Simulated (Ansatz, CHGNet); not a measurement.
Equilibrium volume per atom (Å³/atom) of solids drawn from the class of silicides and borides, at two levels: the machine-learned potential CHGNet 0.3.0 (trained on PBE and PBE+U data), and r²SCAN in Ansatz (PAW).

```json
[
 {"solid": "C11b WSi2", "CHGNet 0.3.0": "13.63", "r²SCAN": "13.42"},
 {"solid": "AlB2-type HfB2", "CHGNet 0.3.0": "9.98", "r²SCAN": "9.88"},
 {"solid": "AlB2-type ZrB2", "CHGNet 0.3.0": "10.32", "r²SCAN": "?"},
 {"solid": "C11b MoSi2", "CHGNet 0.3.0": "13.59", "r²SCAN": "13.36"},
 {"solid": "AlB2-type TiB2", "CHGNet 0.3.0": "8.56", "r²SCAN": "8.51"},
 {"solid": "AlB2-type MgB2", "CHGNet 0.3.0": "9.61", "r²SCAN": "9.54"}
]
```

Q: Estimate the withheld r²SCAN value from the other rows.

A: One way: carry over the typical ratio. The ratios r²SCAN / CHGNet 0.3.0 of the other rows, in order: 0.9831, 0.9846, 0.9900, 0.9927, 0.9942; median 0.9900. AlB2-type ZrB2: 10.32 × 0.9900 = 10.22 Å³/atom; the run gives 10.28 Å³/atom. The ratios spread from 0.9831 to 0.9942, so such an estimate is rough. AlB2-type ZrB2 lies outside that spread.

Over all 6 rows r²SCAN is the larger in 0.

Ansatz's runs of these crystals have no spin polarisation. Meta-GGA and hybrid levels favour moments, which can bear on AlB2-type TiB2.

Spin–orbit coupling is left out, also for the solids with elements from indium on (C11b WSi2, AlB2-type HfB2); its size isn't shown.

Ansatz's density-functional and Hartree–Fock values are scalar-relativistic unless marked +SOC, with PAW data made under PBE.

Ansatz is an electronic-structure program.
